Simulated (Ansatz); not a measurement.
The starting structures come from a database of crystals and need not be the phases stable at ambient conditions.

By PBEsol, the system below comes out a metal.

Consider the following.

```xyz
2
Lattice="2.8776 0.0000 0.0000 0.0000 2.8776 0.0000 0.0000 0.0000 2.8776" Properties=species:S:1:pos:R:3 pbc="T T T"
Ga     0.0000     0.0000     0.0000
Ni     1.4388     1.4388     1.4388
```

The cell is taken as given; by PBEsol it stands under a pressure of -0.8 GPa.

The current flows along the normal of the first two printed cell vectors, the (001) plane of the conventional cell. No spin-orbit coupling; the value is a mean over 0.1 eV about the Fermi level.

**Question.** Give the ballistic conductance per area that PBEsol (Ansatz, a program for electronic structure) yields.

**Answer.** 1.1 × 10¹⁵ S/m² for both spins.
